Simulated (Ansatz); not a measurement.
Base system: Mg$_{2}$Sn (space group Fm-3m, No. 225; a = 6.7467 Å; relaxed with 0.1 eV smearing). Axes: x, y, z lie along the cube axes.

Method: PBEsol in Ansatz (plane waves to 420 eV, PAW, no spin-orbit coupling), earlier PAW set.

It is then changed as follows: strain tensor (xx, yy, zz, yz, xz, xy) = (+1.43, −1.64, −1.02, +0.42, +0.05, −1.71) %; the atoms relax in the strained cell.

Question: Predict the new stress.

Answer: The stress (xx, yy, zz, yz, xz, xy; compression positive) comes out as (-0.3, 1.2, 0.9, -0.3, 0.0, 1.1) GPa.

Question: How does this affect the energy relative to the base?

Answer: The energy rises by 5.7 meV/atom.

Stability against distortions was not tested.

Ansatz is a quantum-chemistry and plane-wave program.
